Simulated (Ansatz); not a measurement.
The starting structures come from a database of crystals and need not be the phases stable at ambient conditions.

 Where the default PAW files enter, the runs use the earlier of Ansatz's two default sets.

**Evanescent states of NaHF₂ (R-3m, not sure to be the ambient phase, 4 atoms a cell, 12.1 Å³ an atom, -2 GPa at this level) along the normal of (001)**

All values below come from r2SCAN (plane waves, PAW; Ansatz, a quantum-chemistry and plane-wave program).

No gap correction and no spin-orbit coupling; mid-gap values are interpolated between computed energies.

Energies count from the valence-band top; κ is the least over a 12×12 mesh across the current.

```json
[
 {"E (eV)": "0.17", "κ (1/Å)": "0.230", "where": "off Γ"},
 {"E (eV)": "0.53", "κ (1/Å)": "0.335", "where": "Γ"},
 {"E (eV)": "0.88", "κ (1/Å)": "0.401", "where": "Γ"},
 {"E (eV)": "1.23", "κ (1/Å)": "0.448", "where": "Γ"},
 {"E (eV)": "1.57", "κ (1/Å)": "0.484", "where": "Γ"},
 {"E (eV)": "1.93", "κ (1/Å)": "(withheld)", "where": "Γ"},
 {"E (eV)": "2.27", "κ (1/Å)": "(withheld)", "where": "Γ"},
 {"E (eV)": "2.62", "κ (1/Å)": "(withheld)", "where": "Γ"},
 {"E (eV)": "2.98", "κ (1/Å)": "(withheld)", "where": "Γ"},
 {"E (eV)": "3.33", "κ (1/Å)": "(withheld)", "where": "Γ"},
 {"E (eV)": "3.67", "κ (1/Å)": "(withheld)", "where": "Γ"},
 {"E (eV)": "4.03", "κ (1/Å)": "(withheld)", "where": "Γ"},
 {"E (eV)": "4.38", "κ (1/Å)": "(withheld)", "where": "Γ"},
 {"E (eV)": "4.72", "κ (1/Å)": "(withheld)", "where": "Γ"},
 {"E (eV)": "5.08", "κ (1/Å)": "(withheld)", "where": "Γ"},
 {"E (eV)": "5.42", "κ (1/Å)": "(withheld)", "where": "Γ"},
 {"E (eV)": "5.78", "κ (1/Å)": "(withheld)", "where": "Γ"},
 {"E (eV)": "6.12", "κ (1/Å)": "0.445", "where": "Γ"},
 {"E (eV)": "6.47", "κ (1/Å)": "0.403", "where": "Γ"},
 {"E (eV)": "6.83", "κ (1/Å)": "0.349", "where": "Γ"},
 {"E (eV)": "7.17", "κ (1/Å)": "0.277", "where": "Γ"},
 {"E (eV)": "7.53", "κ (1/Å)": "0.160", "where": "Γ"}
]
```

### Question
Fill in the missing entries.

### Answer

- 1.93, κ (1/Å): 0.511
- 2.27, κ (1/Å): 0.532
- 2.62, κ (1/Å): 0.547
- 2.98, κ (1/Å): 0.557
- 3.33, κ (1/Å): 0.562
- 3.67, κ (1/Å): 0.563
- 4.03, κ (1/Å): 0.560
- 4.38, κ (1/Å): 0.553
- 4.72, κ (1/Å): 0.542
- 5.08, κ (1/Å): 0.526
- 5.42, κ (1/Å): 0.505
- 5.78, κ (1/Å): 0.478
